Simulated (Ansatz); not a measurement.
# Ge in the diamond structure (space group Fd-3m, No. 227)

Space group Fd-3m, origin choice 1 (No. 227); a = b = c = 5.762 Å, α = β = γ = 90.00°

```
atom  site  symmetry       x       y       z
----  ----  --------  ------  ------  ------
Ge      8a      -43m  0.0000  0.0000  0.0000
```
(The calculation used a cell of 2 atoms; values per cell refer to that cell.)

The values are results of PBE, PAW, 420 eV (Ansatz, a quantum-chemistry and plane-wave program; without spin-orbit coupling), not measurements. Settings: 14×14×14 k-points, 0.05 eV Fermi–Dirac smearing.

The volume per atom comes out as 23.91 Å³. The density is 5.05 g/cm³. The band gap is zero. The total energy is -4294.984 eV/atom (σ→0; compares only within this code and set-up).

Whether these cells are dynamically stable was not tested. A zero or small gap of Ge can be the functional's error rather than a property of the material.
